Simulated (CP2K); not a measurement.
# Cost against accuracy: CUTOFF for the (100) slab of BaTiO3 (cut from a parent of space group no. 221; 10 atoms in the cell)

Cell: a = 4.0077 Å, b = 4.0077 Å, c = 22.0115 Å, α = 90.00°, β = 90.00°, γ = 90.00°.

Method of the run: CP2K 2026.2 with PBE, GPW, DZVP-MOLOPT-SR-GTH basis, GTH-PBE potentials (GTH_POTENTIALS).

Base settings: CUTOFF = 600 Ry; REL_CUTOFF = 40 Ry; SMEAR/METHOD = METHFESSEL_PAXTON; SIGMA = 0.2 eV; KPOINTS/SCHEME = MONKHORST-PACK 6 6 1; GAMMA_CENTERED = T; XC_FUNCTIONAL = PBE; Ba/BASIS_SET = DZVP-MOLOPT-SR-GTH-q10; Ba/POTENTIAL = GTH-PBE-q10; Ti/BASIS_SET = DZVP-MOLOPT-SR-GTH-q12.

Misses are taken against the tightest run, 1050 Ry, which need not be fully converged itself. The energy is the free energy per atom.

Core times come from one kind of shared machine and are given to one figure; runs under 30 s give none.

The starting cell comes from a database of computed structures (which also holds hypothetical and non-ambient phases and stackings), without a prior relaxation at this level. The slab is cut from that crystal, and its faces are unrelaxed. Spin polarisation is off, though cut faces can carry moments; a gap of a slab can lie between surface states. The two faces of this cut differ, and no dipole correction was used. Values carry the incompleteness of an atom-centred basis. In the base run, forces exceed 1 eV/Å.

```
CUTOFF   energy less reference (meV/atom)  largest difference in the force on any atom (eV/Å)  core time / reference (rough)
-------  --------------------------------  --------------------------------------------------  -----------------------------
300 Ry                              -3.84                                               0.227                            0.3
420 Ry                              -2.00                                               0.110                            0.4
540 Ry                              -0.51                                               0.069                            0.5
600 Ry                              -0.78                                               0.033                            0.5
690 Ry                              -0.44                                               0.032                            0.6
780 Ry                              -0.03                                               0.023                            0.7
900 Ry                               0.02                                               0.014                            0.8
1050 Ry                              0.00                                               0.000                              1
```

Coarsest setting among those run that, with all tighter ones, holds the energy within 1 meV/atom of the reference: 540 Ry, off by 0.51 meV/atom; it needs about 0.5 of the reference's time.

The step from 300 Ry to 780 Ry: it takes the miss in the energy from 3.8 to 0.03 meV/atom, for roughly 2 times the time.

Left out of this page: 3 runs of the series unsound by tests on forces, stress, charge or solver warnings; 1 run of the series outside the window shown, repeating another row's setting, or not comparable.
